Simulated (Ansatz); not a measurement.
Results of LDA (Ansatz, a quantum-chemistry and plane-wave program, plane waves, PAW) for GaAl₃N₄ (model structure, P3m1, No. 156, 8 atoms in the cell).

Numerical settings: plane-wave cutoff 520 eV, 12×12×4 k mesh (along the axes of the cell as run), Fermi–Dirac smearing 0.01 eV, scalar-relativistic PAW data made under PBE.

Cell (relaxed at this level):

```cif
data_Al3GaN4
_chemical_formula_sum 'Ga1 N4 Al3'
_space_group_name_H-M_alt 'P 1'
_space_group_IT_number 1
_cell_length_a 3.10396
_cell_length_b 3.10396
_cell_length_c 9.99857
_cell_angle_alpha 90.000
_cell_angle_beta 90.000
_cell_angle_gamma 120.000
loop_
_space_group_symop_operation_xyz
  'x, y, z'
loop_
_atom_site_label
_atom_site_type_symbol
_atom_site_fract_x
_atom_site_fract_y
_atom_site_fract_z
_atom_site_occupancy
Ga1 Ga 0.33333 0.66667 0.00568 1
N1 N 0.33333 0.66667 0.20028 1
Al1 Al 0.66667 0.33333 0.25777 1
N2 N 0.66667 0.33333 0.44636 1
Al2 Al 0.33333 0.66667 0.50477 1
N3 N 0.33333 0.66667 0.69326 1
Al3 Al 0.66667 0.33333 0.75140 1
N4 N 0.66667 0.33333 0.94002 1
```

Q: What does this level give for the band gap and bulk modulus B0?

A: 
- band gap: 3.56 eV (on the SCF k mesh)
- bulk modulus B0: 209 GPa

Note: the bulk modulus is −V dP/dV from two relaxed cells at ±2 % in volume; the relaxation could raise the start's symmetry but not lower it, so the cell can be a saddle point.

Spin–orbit coupling is not included.

Computed values are for the static lattice.

A model structure was made by putting elements into a prototype or built by hand; it is no filed structure, need not be a known phase, and can be a saddle point held by its symmetry.
